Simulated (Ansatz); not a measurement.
The reference is PbTe in the zinc blende structure (space group F-43m, No. 216; a = 7.2062 Å; a hypothetical phase, not in the database extracts checked).

Levels (all Ansatz, a program for electronic structure, PAW, earlier PAW set): PBEsol (420 eV, no SOC); r2SCAN (500 eV, no spin-orbit coupling); HSE06 (420 eV, spin-orbit coupling left out); PBEsol+SOC (420 eV, with spin-orbit coupling); HSE06+SOC (420 eV, with spin-orbit coupling).

One geometry, relaxed with PBEsol, under each level:

```json
[
 {"level": "PBEsol", "band gap": "0.45 eV", "lowest conduction level above the VBM at special points": "X 0.45 eV; Γ 1.45 eV; K 1.48 eV; U 1.48 eV", "electron mass": "2.0 mₑ along k, 0.34 mₑ across (off the special points)", "pressure": "-0.01 GPa"},
 {"level": "r2SCAN", "band gap": "0.67 eV", "lowest conduction level above the VBM at special points": "X 0.67 eV; Γ 1.66 eV; K 1.72 eV; U 1.72 eV", "electron mass": "1.8 mₑ along k, 0.33 mₑ across (at X)", "pressure": "0.94 GPa"},
 {"level": "HSE06", "band gap": "0.89 eV", "lowest conduction level above the VBM at special points": "X 0.89 eV; Γ 1.91 eV; K 1.95 eV", "electron mass": "–", "pressure": "–"},
 {"level": "PBEsol+SOC", "band gap": "0.15 eV", "lowest conduction level above the VBM at special points": "X 0.17 eV; Γ 0.18 eV; K 0.95 eV; U 0.95 eV", "electron mass": "–", "pressure": "-0.03 GPa"},
 {"level": "HSE06+SOC", "band gap": "0.46 eV", "lowest conduction level above the VBM at special points": "X 0.53 eV; Γ 0.46 eV; K 1.32 eV", "electron mass": "–", "pressure": "–"}
]
```

Single points use the geometry relaxed with PBEsol. Their cutoffs differ, which shifts pressures a little. HSE06 was sampled on its mesh, a few special points and the semilocal edge points, so its gap is an upper bound. The spin-orbit shifts are approximate. With Pb and Te present, leaving out spin-orbit coupling can change the band edges. Effective masses come from finite differences of ±0.01 Å⁻¹. Along k means along the line from Γ to the band edge. Whether these cells are dynamically stable was not tested. A zero or small gap of PbTe can be the functional's error rather than a property of the material.
